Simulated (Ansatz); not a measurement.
Base system: GaP in the zinc blende structure (space group F-43m, No. 216; a = 5.506 Å).

Level of theory: plane-wave PAW DFT at the PBE level (Ansatz, a quantum-chemistry and plane-wave program, 420 eV), without spin-orbit coupling.

Before the change:

| Property | Result |
|---|---|
| Band gap | 1.58 eV |
| Smallest direct gap | 1.58 eV |
| Pressure | 0.01 GPa |
| Width of the top valence band | 3.28 eV |
| Gap character | direct at Γ |

It is then changed as follows: every lattice vector is shortened by 1.00 %; the atoms relax in the strained cell.

Question: What happens to the band gap, smallest direct gap, pressure, width of the top valence band and gap character?

Answer: The band gap increases by 0.01 eV to 1.59 eV; the smallest direct gap increases by 0.25 eV, from 1.58 eV to 1.83 eV; the pressure goes up by 2.48 GPa to 2.49 GPa; the width of the top valence band increases by 0.14 eV, from 3.28 eV to 3.42 eV; the gap character changes from direct at Γ to indirect, Γ → Γ–X (87 % along).

Stability against distortions was not tested. The real GaP has an indirect gap at ambient pressure; PBE orders its close-lying valleys differently.
